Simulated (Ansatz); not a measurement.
The reference is SiO$_{2}$ in the rutile structure (space group P4_2/mnm, No. 136).

Space group P4₂/mnm (No. 136); a = b = 4.195 Å, c = 2.678 Å, α = β = γ = 90.00°

```
atom  site  symmetry       x       y       z
----  ----  --------  ------  ------  ------
Si      2a      m.mm  0.0000  0.0000  0.0000
O       4f      m.2m  0.3061  0.3061  0.0000
```

Level of theory: Ansatz (a program for electronic structure) PBEsol, spin-orbit coupling left out.

For the base:

* **Density**: 4.23 g/cm³
* **Band gap**: 5.35 eV

Perturbation: every Si is replaced by Ti, then cell and atoms are relaxed.

Q: Estimate the effect on the density.

A: The density goes up by 0.05 g/cm³ (4.23 g/cm³ → 4.28 g/cm³).

Q: Estimate the effect on the band gap.

A: The band gap decreases by 3.485 eV (5.35 eV → 1.87 eV).

Whether these cells are dynamically stable was not tested. All final runs are without spin polarisation.
